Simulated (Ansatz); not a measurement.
## MgTe under a change: uniaxial strain ε_xx = +1.20 %

The reference is MgTe in the wurtzite structure (space group P6_3mc, No. 186; a = 4.561 Å, c = 7.412 Å). Axes: x lies along a and z along c of the hexagonal cell.

Modification: uniaxial strain ε_xx = +1.20 %, all other strain components held at zero, atoms relaxed at fixed cell.

Method: Ansatz (a quantum-chemistry and plane-wave program), PBEsol, PAW, cutoff 420 eV, no SOC. k-mesh 8×8×5 (Γ-centred); smearing 0.05 eV (Fermi–Dirac).

```csv
quantity,base,changed,shift
volume per atom,33.39 Å³,33.79 Å³,+0.40 Å³
space group,P6_3mc (No. 186),Cmc2_1 (No. 36),–
shortest interatomic distance,5.267 bohr,5.285 bohr,+0.018 bohr
energy relative to the base (free energy F),0 meV/atom,+0.8 meV/atom,+0.8 meV/atom
"pressure (mean of the normal stresses, compression positive)",-0.1 kbar,-4.3 kbar,-4.2 kbar
band gap,2.39 eV,2.31 eV,-0.074 eV
gap character,direct at Γ,direct at Γ,–
electron mass,"0.15 mₑ along c, 0.17 mₑ across (at Γ)","0.15 mₑ along z, 0.17 mₑ across (at Γ)",–
"valence-band top at Γ (three highest levels, from the VBM)","0.00, -0.02, -0.02 eV","0.00, -0.03, -0.07 eV",–
largest internal atomic displacement,–,0.016 Å,–
"stress (xx, yy, zz, yz, xz, xy; compression positive)",–,"(-0.62, -0.37, -0.31, 0.00, 0.00, 0.00) GPa",–
```

Cost of the whole job for the changed cell (relaxation, final SCF and bands): very roughly 2.4 core-minutes.

Spin-orbit coupling, missing from the scalar runs, can matter with Te. Masses are band curvatures over ±0.01 Å⁻¹ around the edge. Whether these cells are dynamically stable was not tested. k-point labels follow each cell's own Brillouin zone.
